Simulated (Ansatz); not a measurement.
We consider L1₂ (Cu3Au-type) Ni3Si, described by LDA (Ansatz, a program for electronic structure, PAW).

Settings: plane-wave cutoff 500 eV, 12×12×12 k mesh, Fermi–Dirac smearing 0.05 eV, no spin polarisation, scalar-relativistic PAW data made under PBE.

Computed at the level's own relaxed cell.

Task: Estimate the volume per atom and equilibrium lattice constant a that the calculation returns.

Result: 
- volume per atom: 10.07 Å³/atom
- equilibrium lattice constant a: 3.428 Å

Measured, for comparison: equilibrium volume per atom 10.81 Å³/atom, lattice constant a 3.510 Å (temperature not stated, not corrected to a static lattice; as tabulated in Metallic Nickel Silicides: Experiments and Theory for NiSi and First Principles …). Computed (rounded) less measured: equilibrium volume per atom -6.8 %, lattice constant a -2.3 %.

The computed numbers hold no vibrational or temperature effects.

The result took roughly 50 core-seconds.
